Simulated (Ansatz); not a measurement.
Functionals compared on the (11-20) surface of ferroelectric LiNbO3 in its 1x1 cell (cut with top plane 2 O, bottom plane 2 O), outermost plane spacing 0.07 Å in the ideal cut (in the relaxation 2 Li–O bonds broke), in Ansatz (plane waves, PAW). The structure was relaxed with PBE; the other rows are single points on it, each with its references at the same level. Cutoff 420 eV (500 eV for r2SCAN). HSE06 used the coarser mesh 3x2x1.

Model: 50-atom slab, Li10Nb10O30, 12.4 Å thick at the start, 5x4x1 mesh, Fermi-Dirac 0.025 eV, dipole correction, all atoms relaxed; start symmetry kept, larger cells not searched; no spin, no spin-orbit, no U. These notes are the PBE run's.

A dash marks a value that is undefined for that row or was read on another mesh.

```csv
functional,surface energy (J/m²),ionisation potential (eV),gap of the slab on its k-mesh (eV),highest filled level below the top vacuum level (eV),rough cost of the single point
PBE,1.01,7.09,3.06,6.91,–
LDA,1.40,7.45,3.00,7.25,about 4 core-minutes (a rough figure)
PBEsol,___,___,___,___,roughly 4 core-minutes
RPBE,0.80,6.95,3.08,6.77,very roughly 4 core-minutes
r2SCAN,1.29,7.44,3.43,7.24,roughly 8 core-minutes
HSE06,1.16,8.18,–,–,around 60 core-minutes (rough)
```

Problem. Some entries are withheld; supply them.

Solution. 
- PBEsol, surface energy (J/m²): 1.19
- PBEsol, ionisation potential (eV): 7.14
- PBEsol, gap of the slab on its k-mesh (eV): 3.02
- PBEsol, highest filled level below the top vacuum level (eV): 6.95

Ansatz is a first-principles code.
